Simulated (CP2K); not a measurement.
# Input and output of a self-consistent single point for LuSe2 (P4/nmm, 6 atoms in the cell) (CP2K)

Method: PBEsol, GPW, TZVP-MOLOPT-SR-GTH basis, GTH-PBE potentials (GTH_POTENTIALS) in CP2K.

Input as run:

```
&GLOBAL
  PROJECT run
  RUN_TYPE ENERGY_FORCE
  PRINT_LEVEL MEDIUM
&END GLOBAL
&FORCE_EVAL
  METHOD Quickstep
  STRESS_TENSOR ANALYTICAL
  &DFT
    BASIS_SET_FILE_NAME BASIS_MOLOPT_UCL
    POTENTIAL_FILE_NAME GTH_POTENTIALS
    &QS
      METHOD GPW
      EPS_DEFAULT 1E-10
    &END QS
    &MGRID
      CUTOFF 500
      REL_CUTOFF 60
      NGRIDS 5
    &END MGRID
    &SCF
      SCF_GUESS ATOMIC
      EPS_SCF 1E-6
      MAX_SCF 100
      ADDED_MOS 13
      &DIAGONALIZATION
        ALGORITHM STANDARD
      &END DIAGONALIZATION
      &MIXING
        METHOD BROYDEN_MIXING
        ALPHA 0.2
        NBUFFER 12
        BETA 1.5
      &END MIXING
      &SMEAR ON
        METHOD GAUSSIAN
        SIGMA [eV] 0.1
      &END SMEAR
    &END SCF
    &KPOINTS
      SCHEME MONKHORST-PACK 6 6 3
      GAMMA_CENTERED T
    &END KPOINTS
    &XC
      &XC_FUNCTIONAL
        &PBE
          PARAMETRIZATION PBESOL
        &END PBE
      &END XC_FUNCTIONAL
    &END XC
    &PRINT
      &MO
        EIGENVALUES T
        OCCUPATION_NUMBERS T
        NDIGITS 8
        FILENAME mo
        &EACH
          QS_SCF 0
        &END EACH
        ADD_LAST NUMERIC
      &END MO
      &MULLIKEN ON
      &END MULLIKEN
    &END PRINT
  &END DFT
  &SUBSYS
    &CELL
      A 4.00560000 0.00000000 0.00000000
      B 0.00000000 4.00560000 0.00000000
      C 0.00000000 0.00000000 8.12390000
      PERIODIC XYZ
    &END CELL
    &COORD
      SCALED
      Lu       0.00000000     0.50000000     0.72712000
      Lu       0.50000000     0.00000000     0.27288000
      Se       0.00000000     0.50000000     0.37095000
      Se       0.50000000     0.00000000     0.62905000
      Se       0.00000000     0.00000000     0.00000000
      Se       0.50000000     0.50000000     0.00000000
    &END COORD
    &KIND Lu
      BASIS_SET TZVP-MOLOPT-SR-GTH-q25
      POTENTIAL GTH-PBE-q25
    &END KIND
    &KIND Se
      BASIS_SET TZVP-MOLOPT-SR-GTH-q6
      POTENTIAL GTH-PBE-q6
    &END KIND
  &END SUBSYS
  &PRINT
    &FORCES ON
    &END FORCES
    &STRESS_TENSOR ON
    &END STRESS_TENSOR
  &END PRINT
&END FORCE_EVAL
```

Output (repeated stretches shortened):

```
 GLOBAL| Method name                                                        CP2K
 GLOBAL| Project name                                                        run
 GLOBAL| Run type                                                   ENERGY_FORCE

 CELL| Volume [angstrom^3]:                                           130.346605
 CELL| Vector a [angstrom]:       4.006     0.000     0.000   |a| =     4.005600
 CELL| Vector b [angstrom]:       0.000     4.006     0.000   |b| =     4.005600
 CELL| Vector c [angstrom]:       0.000     0.000     8.124   |c| =     8.123900
 CELL| Angle (b,c), alpha [degree]:                                    90.000000
 CELL| Angle (a,c), beta  [degree]:                                    90.000000
 CELL| Angle (a,b), gamma [degree]:                                    90.000000
 CELL| Numerically orthorhombic:                                             YES
 CELL| Periodicity                                                           XYZ

 DFT| Spin restricted Kohn-Sham (RKS) calculation                            RKS
 DFT| Multiplicity                                                             1
 DFT| Number of spin states                                                    1
 DFT| Charge                                                                   0
 DFT| XC density smoothing                                                  NONE
 DFT| XC derivatives                                                          PW

 QS| Method:                                                                 GPW
 QS| Density plane wave grid type                        NON-SPHERICAL FULLSPACE
 QS| Number of grid levels:                                                    5
 QS| Density cutoff [a.u.]:                                                250.0
 QS| Multi grid cutoff [a.u.]: 1) grid level                               250.0
   [... lines left out ...]
 BRILLOUIN| Wavefunction type                                            COMPLEX
 BRILLOUIN| List of Kpoints [2 Pi/Bohr]                                       56
 BRILLOUIN| Number           Weight            X              Y              Z
 BRILLOUIN|     1           0.01852       -0.33333       -0.33333       -0.33333
 BRILLOUIN|     2           0.01852       -0.33333       -0.33333        0.00000
 BRILLOUIN|     3           0.01852       -0.33333       -0.33333        0.33333
   [... 53 lines left out ...]
 *******************************************************************************

 Extrapolation method: initial_guess

 Re-scaling the density matrix to get the right number of electrons
                  # Electrons              Trace(P)               Scaling factor
                           74                74.000                        1.000

 Number of electrons:                                                         74
 Number of occupied orbitals:                                                 37
 Number of molecular orbitals:                                                50

 Number of orbital functions:                                                184
 Number of independent orbital functions:                                    184
 SCF WAVEFUNCTION OPTIMIZATION

  Step     Update method      Time    Convergence         Total energy    Change
     1 NoMix/Diag. 0.20E+00      -     2.49346432      -563.4454052650 -5.63E+02
     2 Broy./Diag. 0.20E+00      -     0.01817261      -563.4628236164 -1.74E-02
     3 Broy./Diag. 0.20E+00      -     0.10482675      -563.0755041000  3.87E-01
     4 Broy./Diag. 0.20E+00      -     0.02573370      -562.7498472020  3.26E-01
     5 Broy./Diag. 0.20E+00      -     0.01859237      -562.9148836399 -1.65E-01
     6 Broy./Diag. 0.20E+00      -     0.00425853      -562.9340420080 -1.92E-02
     7 Broy./Diag. 0.20E+00      -     0.00192218      -562.8671700246  6.69E-02
   [... 5 lines left out ...]
    13 Broy./Diag. 0.20E+00      -     0.00001547      -562.8348675221 -9.13E-04
    14 Broy./Diag. 0.20E+00      -     0.00005941      -562.8350243722 -1.57E-04
    15 Broy./Diag. 0.20E+00      -     0.00000360      -562.8350229774  1.39E-06
    16 Broy./Diag. 0.20E+00      -     0.00000982      -562.8349828012  4.02E-05
    17 Broy./Diag. 0.20E+00      -     0.00000057      -562.8349976320 -1.48E-05
  *** SCF run converged in    17 steps ***

  Electronic density on regular grids:        -73.9999999548        0.0000000452
  Core density on regular grids:               73.9999999935       -0.0000000065
  Total charge density on r-space grids:        0.0000000387
  Total charge density g-space grids:           0.0000000387

  Overlap energy of the core charge distribution:               0.00000000000560
  Self energy of the core charge distribution:               -790.40814202663978
  Core Hamiltonian energy:                                    217.57538409429583
  Hartree energy:                                              64.25751905461574
  Exchange-correlation energy:                                -54.25954326928047
  Smearing free energy correction:                             -0.00021548444057
  Fermi energy:                                                 0.29500397647559

  Total energy:                                              -562.83499763195766
  Total energy (extrapolated to sigma->0):                   -562.83488988973738

                     Mulliken Population Analysis

 #  Atom  Element  Kind  Atomic population                           Net charge
       1     Lu       1         24.906338                              0.093662
       2     Lu       1         24.906336                              0.093664
       3     Se       2          6.049883                             -0.049883
       4     Se       2          6.049881                             -0.049881
       5     Se       2          6.043782                             -0.043782
       6     Se       2          6.043781                             -0.043781
 # Total charge                             74.000000                  0.000000

 ENERGY| Total FORCE_EVAL ( QS ) energy [hartree]           -562.834997785641576

 FORCES| Atomic forces [hartree/bohr]
 FORCES|   Atom     x               y               z               |f|
 FORCES|      1  8.18872230E-07  8.18872245E-07 -5.42774334E-03   5.42774346E-03
 FORCES|      2  8.18872437E-07  8.18872419E-07  5.42764305E-03   5.42764318E-03
 FORCES|      3  4.51288424E-11  4.51769046E-11  5.47842350E-04   5.47842350E-04
 FORCES|      4  4.52016697E-11  4.51662500E-11 -5.47940444E-04   5.47940444E-04
 FORCES|      5 -6.72351754E-12 -3.76560126E-12  4.97351081E-08   4.97351087E-08
 FORCES|      6 -3.86779599E-12 -6.89884757E-12  1.41507888E-07   1.41507888E-07
 FORCES| Sum     1.63782441E-06  1.63782434E-06 -7.13477932E-09
 FORCES| Total atomic force                                       2.31624443E-06

 STRESS| Analytical stress tensor [bar]
 STRESS|                        x                   y                   z
 STRESS|      x       -9.84494587786E+03   2.25420604133E-01   5.87732909569E-06
 STRESS|      y        2.25420604133E-01  -9.84496116864E+03   5.66562366652E-06
 STRESS|      z        5.87732909569E-06   5.66562366652E-06  -1.15169231719E+04
 STRESS| 1/3 Trace                                            -1.04022767395E+04
```

The run converged in 17 iterations.

The starting cell comes from a database of computed structures (which also holds hypothetical and non-ambient phases and stackings), without a prior relaxation at this level. Values carry the incompleteness of an atom-centred basis. The potentials were made for another functional than the one used. The run gives no clean gap (levels at the Fermi energy touch, overlap or are partly filled at this smearing), which alone does not show that the compound is a metal.

Cost on one core of a shared machine: roughly 2 min.
